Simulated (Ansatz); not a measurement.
Consider MoSi2 (space group I4/mmm, No. 139; a = 3.190 Å, c = 7.822 Å; relaxed with 0.1 eV smearing). Axes: x, y, z lie along a, b, c of the conventional cell.

Computed with Kohn–Sham DFT with the PBEsol functional, run in Ansatz (a quantum-chemistry and plane-wave program) with PAW and 420 eV plane waves, without spin-orbit coupling.

Perturbation: the cell is stretched by 1.50 % along z with no lateral relaxation; the atoms relax in the strained cell.

### Question
Predict the stress tensor and what it implies for the stiffness.

### Answer
Stress of the strained cell less that of the base (GPa, compression positive):
```
   -1.4     0.0     0.0
    0.0    -1.4     0.0
    0.0     0.0    -7.3
```

Then −Δσ_ii/ε with ε = 0.0150 gives secant stiffness values (nonlinear terms included at this strain): C33 ≈ 484 GPa, C13 ≈ 92 GPa and C23 ≈ 92 GPa.

As a check, the harmonic strain energy −½ V₀ Δσ:ε is 4.5 meV/atom; the computed energy rise is 4.6 meV/atom.

Stability against distortions was not tested. The final runs are not spin-polarised.
